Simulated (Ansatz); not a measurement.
Band structure of CrFe3 (Pm-3m, 4 atoms in the cell).

```
CrFe3
1.0
    3.47885     0.00000     0.00000
    0.00000     3.47885     0.00000
    0.00000     0.00000     3.47885
Cr Fe
1 3
Direct
  0.00000   0.00000   0.00000
  0.00000   0.50000   0.50000
  0.50000   0.00000   0.50000
  0.50000   0.50000   0.00000
```
Moments meant for the start (each program seeds them in its own way; μB, in the order of the atoms Cr Fe Fe Fe): 3.0 4.0 4.0 4.0.

Computed with LDA (PW92), PAW files made with PBE (plane waves; Ansatz, a program for electronic structure).

Settings: basis.ecutwfc = 30.9 Ry; kpoints.mp_grid.grid = 9 9 9; hamiltonian.xc = lda; hamiltonian.pseudopotentials = {kind: paw} (the program's default PAW files); magnetization.spin_polarized = true; scf.occupations.method = fermi_dirac; scf.occupations.width = 0.0073 Ry; kpoints.band_path.npoints = 8.

The starting cell comes from a database of computed structures (which also holds hypothetical and non-ambient phases and stackings), without a prior relaxation at this level. Its lattice was rescaled by a random factor within 2.5 % of one. The moments shrank to a small part of their start, a low-spin state that need not be the lowest. The program warned that a starting moment was not kept.

Levels in eV from the Fermi level, bands 29 to 36 of the first spin channel:
| point | 29 | 30 | 31 | 32 | 33 | 34 | 35 | 36 |
|---|---|---|---|---|---|---|---|---|
| Γ | 0.55 | 0.96 | 0.96 | 0.96 | 1.61 | 1.61 | 2.23 | 2.23 |
| X | -0.70 | -0.70 | -0.64 | 0.00 | 0.25 | 0.25 | 0.79 | 0.97 |
| M | -1.14 | -1.14 | -1.13 | -0.45 | -0.38 | 0.54 | 0.64 | 0.64 |
| R | 0.04 | 0.42 | 0.42 | 0.42 | 0.65 | 0.65 | 0.65 | 1.58 |

Bands cross the Fermi level along this path, so the cell is metallic at this level.

The net moment of the cell came out as 1.54 μB.

Keys are those of Ansatz 0.2.
